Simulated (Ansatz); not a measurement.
Start from Hf in the hcp (Mg type) structure (space group P6_3/mmc, No. 194; a = 3.1581 Å, c = 5.0045 Å; relaxed with 0.1 eV smearing). Axes: x lies along a and z along c of the hexagonal cell.

Method: PBEsol in Ansatz (plane waves to 420 eV, PAW, no spin-orbit coupling).

It is then changed as follows: the cell is stretched by 1.50 % along x with no lateral relaxation, atoms relaxed at fixed cell.

Question: Predict the stress tensor and what it implies for the stiffness.

Answer: Stress of the strained cell less that of the base (GPa, compression positive):
```
   -2.6     0.0     0.0
    0.0    -1.2     0.0
    0.0     0.0    -1.1
```

Then −Δσ_ii/ε with ε = 0.0150 gives secant stiffness values (nonlinear terms included at this strain): C11 ≈ 173 GPa, C12 ≈ 78 GPa and C13 ≈ 72 GPa.

No phonon test of stability was made. All final runs are without spin polarisation.

Ansatz is a first-principles code.
